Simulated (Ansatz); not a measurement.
The parent structure is Re in the hcp (Mg type) structure (space group P6_3/mmc, No. 194).

```cif
data_Re2
_chemical_formula_sum 'Re2'
_space_group_name_H-M_alt 'P 1'
_space_group_IT_number 1
_cell_length_a 2.75787
_cell_length_b 2.75787
_cell_length_c 4.46284
_cell_angle_alpha 90.000
_cell_angle_beta 90.000
_cell_angle_gamma 120.000
loop_
_space_group_symop_operation_xyz
  'x, y, z'
loop_
_atom_site_label
_atom_site_type_symbol
_atom_site_fract_x
_atom_site_fract_y
_atom_site_fract_z
_atom_site_occupancy
Re1 Re 0.33333 0.66667 0.75000 1
Re2 Re 0.66667 0.33333 0.25000 1
```

Calculations: r2SCAN, PAW, 500 eV (Ansatz, a program for electronic structure; without spin-orbit coupling).

One change was made to it. Results:

```json
[
 {"quantity": "c/a ratio", "base": "1.618", "after": "1.653"},
 {"quantity": "shortest interatomic distance", "base": "2.741 Å", "after": "2.818 Å"},
 {"quantity": "density", "base": "21.04 g/cm³", "after": "2.80 g/cm³"}
]
```

Q: Name the change that was made.
(A) Re → Cu
(B) Re → Os
(C) Re → Al
(D) Re → Pb

A: C, Re → Al. For comparison, the shortest interatomic distance in the other runs: Re → Pb gives 3.513 Å; Re → Cu gives 2.521 Å; Re → Os gives 2.675 Å.

No phonon test of stability was made. For Al and Cu in this form, whether it has been made was not checked. The final runs are not spin-polarised. This is not the structure that Al has at room temperature and ambient pressure. This is not the structure that Pb has at room temperature and ambient pressure. This is not the structure that Cu has at room temperature and ambient pressure.
